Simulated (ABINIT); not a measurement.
Converging the plane-wave cutoff: HfN (I4mm, 2 atoms in the cell)

```
HfN
1.0
    0.00000     2.24870     2.24870
    2.24870     0.00000     2.24870
    2.24870     2.24870     0.00000
Hf N
1 1
Direct
  0.01112   0.01112   0.98888
  0.50000   0.50000   0.50000
```

Method of the run: PBEsol, norm-conserving pseudopotentials (PseudoDojo nc-sr-04 PBEsol standard) (plane waves; ABINIT).

Base settings: pseudos = [Hf.upf, N.upf]; ecut = 84 Ry; occopt = 3; tsmear = 0.00367493 Ha; ngkpt = 5 5 5; nshiftk = 1; shiftk = 0 0 0; potentials = PseudoDojo nc-sr-04 PBEsol standard; nband = 14; kptopt = 1.

The second cell is the first with its lattice scaled by 0.98.

The mesh stays at the base's, so the ladder's end is converged at best in this setting alone.

Only quantities that move along the ladder and can be compared are tabulated.

The count of work is k-points × plane waves × bands × iterations; it is no time. Core times come from one kind of shared machine, to one figure; runs under 30 s give none.

The starting cell has typed, rounded lattice constants, without a prior relaxation at this level. Its lattice was rescaled by up to half a per cent. One atom was moved a little off its site on purpose. Without a gap this mesh is coarse (it stands for a supercell whose shortest vector is 16 Å).

Steps (ecut): 30 Ry; 34 Ry; 38 Ry; 42 Ry; 46 Ry; 50 Ry; 58 Ry; 68 Ry; 76 Ry; 84 Ry; 92 Ry; 100 Ry; 114 Ry; 126 Ry; 148 Ry; 168 Ry; 202 Ry.

Task: What is the coarsest ecut that holds the energy of the compressed cell less the first within 0.2 meV/atom of the last step, with all finer ones?

Result: 68 Ry, at 0.20 of the last step's count of work; the step before is off by 0.89 meV/atom.

Task: What is the coarsest ecut that holds the forces within 0.01 eV/Å of the last step, with all finer ones?

Result: 50 Ry, at 0.11 of the last step's count of work; the step before is off by 0.016 eV/Å.

Task: What is the coarsest ecut that holds the pressure within 0.1 GPa of the last step, with all finer ones?

Result: 84 Ry, at 0.27 of the last step's count of work and about 0.3 of the last step's time; the step before is off by 0.14 GPa.

```tsv
ecut	free energy less the last step's (meV/atom)	energy of the compressed cell less the first (meV/atom)	pressure (GPa)	largest difference of a force vector from the last step's (eV/Å)	count of work / last	core time / last (rough)
30 Ry	2510.29	72.18	-78.97	0.020	0.049	–
34 Ry	1533.10	46.35	-59.08	0.077	0.058	–
38 Ry	923.17	36.50	-42.08	0.037	0.069	–
42 Ry	552.16	26.14	-28.97	0.012	0.088	–
46 Ry	307.14	46.03	-18.56	0.016	0.10	–
50 Ry	171.00	38.06	-11.73	0.004	0.11	–
58 Ry	46.20	41.10	-4.08	0.000	0.16	–
68 Ry	6.54	40.18	-0.65	0.001	0.20	–
76 Ry	1.28	40.26	0.09	0.000	0.23	–
84 Ry	0.68	40.23	0.23	0.000	0.27	0.3
92 Ry	0.59	40.22	0.23	0.000	0.31	–
100 Ry	0.46	40.22	0.22	0.000	0.35	–
114 Ry	0.35	40.21	0.23	0.000	0.42	0.4
126 Ry	0.29	40.21	0.23	0.000	0.49	0.4
148 Ry	0.12	40.21	0.23	0.000	0.63	0.6
168 Ry	0.07	40.21	0.24	0.000	0.76	0.5
202 Ry	0.00	40.21	0.23	0.000	1.0	1
```

The energy difference between the two cells stays within 1 meV/atom of the last step's from 58 Ry on, the total only from 84 Ry on: much of the error is common to both cells and cancels.

At the lowest cutoff the pressure lies 79.2 GPa under the last step's, the usual sign of Pulay stress in an incomplete plane-wave basis.
